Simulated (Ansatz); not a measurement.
The starting structures come from a database of crystals and need not be the phases stable at ambient conditions.

By PBEsol, the system below comes out a metal.

```
CELL_PARAMETERS angstrom
      3.54926     0.00000     0.00000
      0.00000     6.29615     0.00000
      0.00000     0.00000     5.78357
ATOMIC_POSITIONS crystal
  Ge 0.25000 0.42219 0.81460
  Ge 0.75000 0.57781 0.18540
  Ge 0.75000 0.92219 0.68540
  Ge 0.25000 0.07781 0.31460
  Pd 0.25000 0.80901 0.99622
  Pd 0.75000 0.19099 0.00378
  Pd 0.75000 0.30901 0.50378
  Pd 0.25000 0.69099 0.49622
```

Space group of this cell: Pnma. The cell is taken as given; by PBEsol its mean pressure is -2.8 GPa.

The current flows along the normal of the first two printed cell vectors. No spin-orbit coupling; the value is a mean over 0.1 eV about the Fermi level.

Q: State the ballistic conductance per area according to Ansatz (a first-principles code) with PBEsol.

A: 0.52 × 10¹⁵ S/m² for both spins.
